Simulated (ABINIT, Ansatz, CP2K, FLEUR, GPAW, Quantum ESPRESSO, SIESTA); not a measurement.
Hf₂Ga₃Ni (P1, 6 atoms in the cell) computed with different codes at matched settings

Self-consistent single point, at a second geometry (atoms moved at random). First geometry:

```
CELL_PARAMETERS angstrom
      4.87170    -2.07742     0.00000
      4.87170     2.07742     0.00000
     -4.20740     0.00000     4.87947
ATOMIC_POSITIONS crystal
  Hf 0.53830 0.53830 0.28162
  Hf 0.45630 0.45630 0.70249
  Ga 0.85410 0.85410 0.32768
  Ga 0.82262 0.82262 0.86291
  Ga 0.16072 0.16072 0.10465
  Ni 0.16797 0.16797 0.72065
```

Second geometry:
```
Hf2Ga3Ni
1.0
    4.87170    -2.07742     0.00000
    4.87170     2.07742     0.00000
   -4.20740     0.00000     4.87947
Hf Ga Ni
2 3 1
Cartesian
  4.03270  -0.01598   1.40951
  1.50999  -0.06080   3.43430
  6.96020   0.03327   1.60130
  4.37491  -0.03123   4.19900
  1.15450  -0.00264   0.51030
 -1.42421   0.07739   3.48399
```

Shared settings, as Ansatz (a first-principles code) writes them: kpoints.mp_grid.grid = 4 4 3; scf.occupations.method = gaussian; scf.occupations.width = 0.0073 Ry. Potentials and cutoffs stand in the table.

```csv
code,model,ΔF from the first geometry (meV/atom),pressure (GPa),largest force (eV/Å),cutoff
GPAW,"LDA (Perdew-Wang 92), GPAW PAW datasets LDA (gpaw-data 1.0.1)",16.4,-7.17,1.014,800 eV
ABINIT,"LDA (PW92), PAW (JTH v2.0 LDA PAW)",16.0,-9.95,0.976,816 eV
SIESTA,"LDA PW92, numerical atomic orbitals DZP, PseudoDojo LDA standard norm-conserving potentials (rewritten from UPF to PSML)",18.5,-9.17,1.139,grid 300 Ry
Quantum ESPRESSO,"LDA (PZ), GBRV 1.5 ultrasoft (LDA) pseudopotentials",16.1,-8.40,0.983,50 Ry
CP2K,"LDA (Pade form), GPW, DZVP-MOLOPT-SR-GTH basis, GTH-PADE potentials (GTH_POTENTIALS)",15.1,-15.00,0.931,grid 600 Ry
FLEUR,"LDA (Perdew-Zunger), all-electron FLAPW (FLEUR), scalar-relativistic valence",–,–,0.989,Kmax 3.9 1/bohr
Ansatz,"LDA (PW92), PAW files made with PBE",16.0,-8.35,0.980,default
```

Size of the force on each atom (eV/Å): Sizes of forces hide their directions.

| code | Hf1 | Hf2 | Ga3 | Ga4 | Ga5 | Ni6 |
|---|---|---|---|---|---|---|
| GPAW | 0.474 | 0.623 | 0.663 | 0.736 | 0.170 | 1.014 |
| ABINIT | 0.457 | 0.594 | 0.650 | 0.718 | 0.173 | 0.976 |
| SIESTA | 0.522 | 0.676 | 0.700 | 0.820 | 0.234 | 1.139 |
| Quantum ESPRESSO | 0.462 | 0.603 | 0.651 | 0.718 | 0.167 | 0.983 |
| CP2K | 0.451 | 0.536 | 0.613 | 0.711 | 0.350 | 0.931 |
| FLEUR | 0.463 | 0.606 | 0.650 | 0.721 | 0.161 | 0.989 |
| Ansatz | 0.465 | 0.603 | 0.648 | 0.712 | 0.163 | 0.980 |

A dash marks a value that a program does not give, or that is left out as unsure.

On Ansatz's run: spin-orbit coupling is off. Spin polarisation is off.

The spread over the programs that give each value: ΔF from the first geometry within 3.4 meV/atom; pressure within 7.83 GPa; largest force within 0.208 eV/Å.

SIESTA and CP2K use small atom-centred bases, whose incompleteness enters pressures, forces and empty levels differently from a plane-wave cutoff. FLEUR treats all electrons, but the usual bases taken here (sphere radii, linearisation, local orbitals, empty states) were not tested for convergence, so the values are no reference for the others. Ansatz's pressure is given at a fixed set of plane waves, as the other plane-wave codes print theirs; with its correction for the finite basis it is -8.31 GPa. The same LDA comes in different parametrisations, which differ slightly. In the pressure, GPAW (by 1.20), ABINIT (by 1.57) and CP2K (by 6.63) lie more than 1 GPa from the median of the plane-wave programs. In the force vectors, SIESTA (by 0.157) and CP2K (by 0.248) lie more than 0.08 eV/Å from the median of the plane-wave programs.

The shared mesh is coarse (it stands for a supercell whose shortest vector is 17 Å), so the values are not converged in it.

The starting cell comes from a database of computed structures (which also holds hypothetical and non-ambient phases and stackings), without a prior relaxation at this level. For this run, on top of that: atoms moved at random.

Left out of this page: Elk (not drawn, or without a comparable value).

Keys are those of Ansatz 0.2.
